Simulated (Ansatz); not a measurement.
# NH₄I (P4/nmm, No. 129; cell taken from a computed entry)

All values below come from HSE06 (PAW; Ansatz, a quantum-chemistry and plane-wave program).

Run with plane-wave cutoff 500 eV, 4×4×6 k mesh (along the axes of the cell as run), gaussian smearing 0.02 eV, scalar-relativistic PAW data made under PBE.

Cell: relaxed with r²SCAN: a = b = 6.1539 Å, c = 4.4169 Å, α = β = γ = 90.00°.

```
Quantity                        Value
--------  ---------------------------
band gap  4.68 eV (on the SCF k mesh)
```

Note: cell and atoms aren't relaxed at this level (largest force component 0.07 eV/Å).

Spin–orbit coupling is not included.
